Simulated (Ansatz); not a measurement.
System: Os-vacancy pair (Os on one host Al site, one Al site vacant) in fcc Al (neutral cell). Calculation: PBE, PAW (plane waves to 420 eV; Ansatz, a first-principles code).

Cell of 32 host sites held at the relaxed PBE lattice; a 3×3×3 k-point mesh shifted by half a step; Fermi-Dirac width 0.10 eV, spin-restricted; finite-size errors left in. No zero-point or tunnelling terms. Spin-orbit coupling is left out. Forms of the defect that were not tried may lie lower.

Barriers: single points on a 5×5×5 k-point mesh shifted by half a step at the bands' geometries (they differ from the bands' own by up to 0.08 eV, and are uncertain by about as much).

The step: direct exchange of Os with the vacancy (Os-vacancy distance between ideal sites 2.86 Å throughout). Atoms about the jump, Cartesian Å from the middle of the jump, before and after:

```json
[
 {"atom": "Os1", "x0": "0.00", "y0": "-1.15", "z0": "-1.15", "x1": "0.00", "y1": "1.15", "z1": "1.15"},
 {"atom": "Al2", "x0": "1.82", "y0": "0.93", "z0": "-0.95", "x1": "1.82", "y1": "0.95", "z1": "-0.93"},
 {"atom": "Al3", "x0": "-1.82", "y0": "0.93", "z0": "-0.95", "x1": "-1.82", "y1": "0.95", "z1": "-0.93"},
 {"atom": "Al4", "x0": "1.82", "y0": "-0.95", "z0": "0.93", "x1": "1.82", "y1": "-0.93", "z1": "0.95"},
 {"atom": "Al5", "x0": "-1.82", "y0": "-0.95", "z0": "0.93", "x1": "-1.82", "y1": "-0.93", "z1": "0.95"},
 {"atom": "Al6", "x0": "0.00", "y0": "-1.00", "z0": "3.01", "x1": "0.00", "y1": "-0.91", "z1": "3.01"},
 {"atom": "Al7", "x0": "0.00", "y0": "3.01", "z0": "-1.00", "x1": "0.00", "y1": "3.01", "z1": "-0.91"},
 {"atom": "Al8", "x0": "0.00", "y0": "-3.01", "z0": "0.91", "x1": "0.00", "y1": "-3.01", "z1": "1.00"},
 {"atom": "Al9", "x0": "0.00", "y0": "0.91", "z0": "-3.01", "x1": "0.00", "y1": "1.00", "z1": "-3.01"}
]
```

**Question.** Predict the transition state.

**Answer.** 
```tsv
atom	x	y	z
Os1	0.00	0.00	-0.01
Al2	2.14	0.96	-0.98
Al3	-2.14	0.96	-0.98
Al4	2.14	-0.97	0.95
Al5	-2.14	-0.97	0.95
Al6	0.00	-0.71	2.68
Al7	0.00	2.69	-0.72
Al8	0.00	-2.70	0.70
Al9	0.00	0.71	-2.71
```
It lies 2.03 eV above the start and 2.03 eV above the end. The saddle point's order was not checked, and it lies on a symmetry element of the cell, where a band can be held.
